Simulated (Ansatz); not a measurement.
Consider the following.

```yaml
crystal:
  lattice:
    - [3.16575, 0.00000, 0.00000]
    - [-1.58288, 2.74162, 0.00000]
    - [0.00000, 0.00000, 12.15316]
  atoms:
    - { symbol: Mo, position: [0.33333, 0.66667, 0.25000] }
    - { symbol: Mo, position: [0.66667, 0.33333, 0.75000] }
    - { symbol: S, position: [0.33333, 0.66667, 0.62153] }
    - { symbol: S, position: [0.66667, 0.33333, 0.12153] }
    - { symbol: S, position: [0.66667, 0.33333, 0.37847] }
    - { symbol: S, position: [0.33333, 0.66667, 0.87847] }
```

No spin polarisation.

All numbers come from Ansatz (a quantum-chemistry and plane-wave program), PBE-D3(BJ), PAW, cutoff 420 eV, no SOC. Settings: 12×12×3 k-points, 0.05 eV Fermi–Dirac smearing.

Q: Predict the space group and pressure.

A: 
* **Space group**: P6_3/mmc (No. 194)
* **Pressure (mean of the normal stresses, compression positive)**: -1.14 GPa

The cells carry an imposed strain or load. No phonon test of stability was made. The cell was made from MoS2 in the 2H-MoS2 type structure (space group P6_3/mmc, No. 194; layered, stacked along the Cartesian z axis) by this change: isotropic strain +0.52 %.
